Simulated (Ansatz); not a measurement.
# WS2: isotropic strain −1.49 %

Base system: WS$_{2}$ in the 2H-MoS2 type structure (space group P6_3/mmc, No. 194; a = 3.1700 Å, c = 12.4918 Å; layered, stacked along the Cartesian z axis).

It is then changed as follows: every lattice vector is shortened by 1.49 %, atoms relaxed at fixed cell.

Computed with plane-wave PAW DFT at the r2SCAN+rVV10 level (Ansatz, a program for electronic structure, 500 eV), spin-orbit coupling left out. Γ-centred 12×12×3 mesh, Fermi–Dirac width 0.05 eV.

| quantity | base | changed | shift |
|---|---|---|---|
| volume per atom | 18.12 Å³ | 17.32 Å³ | -0.80 Å³ |
| space group | P6_3/mmc (No. 194) | P6_3/mmc (No. 194) | – |
| shortest interatomic distance | 4.548 bohr | 4.526 bohr | -0.022 bohr |
| energy relative to the base (free energy F) | 0 meV/atom | +9.5 meV/atom | +9.5 meV/atom |
| pressure (mean of the normal stresses, compression positive) | 0.00 GPa | 3.95 GPa | +3.95 GPa |
| band gap | 1.13 eV | 1.07 eV | -0.06 eV |
| smallest direct gap | 1.90 eV | 2.10 eV | +0.20 eV |
| width of the top valence band | 1.91 eV | 1.93 eV | +0.029 eV |
| electron mass | – | 0.43 mₑ along c, 0.52 mₑ across (off the special points) | – |
| hole mass | 0.74 mₑ along c, 0.62 mₑ across (at Γ) | 0.72 mₑ along c, 0.65 mₑ across (at Γ) | – |
| valence-band top at Γ (three highest levels, from the VBM) | 0.00, -1.17, -1.71 eV | 0.00, -1.37, -1.66 eV | – |
| largest internal atomic displacement | – | 0.037 Å | – |

Cost of the whole job for the changed cell (relaxation, final SCF and bands): very roughly 2.4 core-minutes.

Spin-orbit coupling, missing from the scalar runs, can matter with W. Effective masses come from finite differences of ±0.01 Å⁻¹. No phonon test of stability was made.
